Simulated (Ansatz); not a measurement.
GaSb, pressure series

Start from GaSb in the zinc blende structure (space group F-43m, No. 216).

```cif
data_GaSb
_chemical_formula_sum 'Ga1 Sb1'
_space_group_name_H-M_alt 'P 1'
_space_group_IT_number 1
_cell_length_a 4.32146
_cell_length_b 4.32146
_cell_length_c 4.32146
_cell_angle_alpha 60.000
_cell_angle_beta 60.000
_cell_angle_gamma 60.000
loop_
_space_group_symop_operation_xyz
  'x, y, z'
loop_
_atom_site_label
_atom_site_type_symbol
_atom_site_fract_x
_atom_site_fract_y
_atom_site_fract_z
_atom_site_occupancy
Ga1 Ga 0.00000 0.00000 0.00000 1
Sb1 Sb 0.25000 0.25000 0.25000 1
```

Cell and atoms are relaxed at each pressure.

All numbers come from Ansatz (a first-principles code), PBEsol, PAW, cutoff 420 eV, spin-orbit coupling left out.

Notes on the quantities. enthalpy: H = E + PV relative to the base's energy.

```tsv
case	enthalpy	shortest interatomic distance	band gap
base	–	264.6 pm	zero
pressure −2 GPa	-0.36 eV/atom	268.5 pm	zero
pressure −1 GPa	-0.18 eV/atom	266.4 pm	zero
pressure 0.9 GPa	+0.16 eV/atom	263.2 pm	0.12 eV
pressure 2.1 GPa	+0.37 eV/atom	261.3 pm	0.27 eV
pressure 4.5 GPa	+0.77 eV/atom	258.2 pm	0.51 eV
pressure 9 GPa	+1.49 eV/atom	253.5 pm	0.60 eV
pressure 15 GPa	+2.41 eV/atom	?	?
pressure 22.5 GPa	+3.48 eV/atom	243.9 pm	0.35 eV
pressure 30 GPa	+4.50 eV/atom	240.0 pm	0.22 eV
```

Task: Fill in the withheld entries from the trend.

Result: 
- pressure 15 GPa, shortest interatomic distance: 248.6 pm
- pressure 15 GPa, band gap: 0.48 eV

Spin-orbit coupling, missing from the scalar runs, can matter with Sb. Load acts through the strain it causes; cell and atoms are relaxed under it. No phonon test of stability was made. Tetrahedral semiconductors of this kind turn to denser phases somewhere between about 1 and 50 GPa; those were not computed, so compressed cells here can lie past the real transition. The final runs are not spin-polarised. The zero or small gap of GaSb can change with the level of theory.
